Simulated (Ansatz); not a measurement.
Functionals compared on CH3 on the 1x1 (0001) surface of hcp Co, ferromagnetic, one in a 2x2 cell, started at the site 'hollow Co-Co-Co', in Ansatz (plane waves, PAW). The structure was relaxed with PBE; the other rows are single points on it, each with its references at the same level. Cutoff 420 eV.

Slab: 20 atoms, 6.0 Å thick at the start under the adsorbate (thin: gaps and levels are the slab's own); k 7x7x1, smearing 0.1 eV, dipole-corrected; 8 atoms held, the rest relaxed; held to the start's symmetry, so lower structures may exist; spin-polarised, no spin-orbit, no U, no dispersion correction. At the end it is bonded to 3 Co. In PBE it is, or lies within 0.03 eV of, the lowest of the starts that converged. These notes are the PBE run's. Adsorption energies are against CH4(g) − ½ H2(g). A negative adsorption energy means that the adsorbate is more stable on the surface than in its reference.

| functional | adsorption energy (eV) | work function of the top face (eV) | change of the work function (eV) | magnetic moment of the cell (μB) | rough cost of the single point |
|---|---|---|---|---|---|
| PBE | 0.53 | 3.62 | -1.36 | 26.37 | – |
| RPBE | ___ | ___ | ___ | 26.60 | very roughly 4 core-minutes |

Question: Complete the blanks.

Answer: 
- RPBE, adsorption energy (eV): 0.88
- RPBE, work function of the top face (eV): 3.51
- RPBE, change of the work function (eV): -1.29

Ansatz is a program for electronic structure.
